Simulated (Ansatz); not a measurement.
Phonon-limited resistivity of Ti2GeC (P6_3/mmc) against temperature in μΩ·cm, Ansatz (a quantum-chemistry and plane-wave program) with PBEsol, DFPT electron-phonon coupling, linearised Boltzmann equation, harmonic crystal at a fixed cell. x, y and z are the axes of this cell:
```
Ti2CGe
1.0
    3.05590     0.00000     0.00000
   -1.52795     2.64649     0.00000
    0.00000     0.00000    12.85918
Ti Ge C
4 2 2
Direct
  0.66667   0.33333   0.58927
  0.33333   0.66667   0.41073
  0.33333   0.66667   0.08927
  0.66667   0.33333   0.91073
  0.66667   0.33333   0.25000
  0.33333   0.66667   0.75000
  0.00000   0.00000   0.50000
  0.00000   0.00000   0.00000
```

```json
[
 {"T": "50 K", "ρ (x, y)": "0.37", "ρ (z)": "0.45"},
 {"T": "77 K", "ρ (x, y)": "1.30", "ρ (z)": "1.52"},
 {"T": "100 K", "ρ (x, y)": "___", "ρ (z)": "2.9"},
 {"T": "150 K", "ρ (x, y)": "5.5", "ρ (z)": "___"},
 {"T": "200 K", "ρ (x, y)": "8.7", "ρ (z)": "10.7"},
 {"T": "250 K", "ρ (x, y)": "12.0", "ρ (z)": "14.8"},
 {"T": "273 K", "ρ (x, y)": "13.5", "ρ (z)": "16.7"},
 {"T": "300 K", "ρ (x, y)": "15.3", "ρ (z)": "19.0"},
 {"T": "350 K", "ρ (x, y)": "18.4", "ρ (z)": "23"},
 {"T": "400 K", "ρ (x, y)": "22", "ρ (z)": "27"},
 {"T": "500 K", "ρ (x, y)": "27", "ρ (z)": "35"},
 {"T": "600 K", "ρ (x, y)": "33", "ρ (z)": "42"},
 {"T": "800 K", "ρ (x, y)": "44", "ρ (z)": "57"}
]
```

Q: Fill in the missing entries.

A: 
- 100 K, ρ (x, y): 2.4
- 150 K, ρ (z): 6.5

A metal at this level (no band gap). Only scattering by harmonic phonons is included (no impurities, grain boundaries, electron-electron scattering or thermal expansion). Spin-orbit coupling is left out. Halving the electron mesh (32x32x8) moves the resistivity by up to 8 %. Smearing 0.20 eV; phonons on a 5x5x1 q mesh, which this run doesn't test and which matters most at low temperature.

Computed structure with no diffraction record at hand here (it may be known, metastable or hypothetical): Ti2GeC (P6_3/mmc).
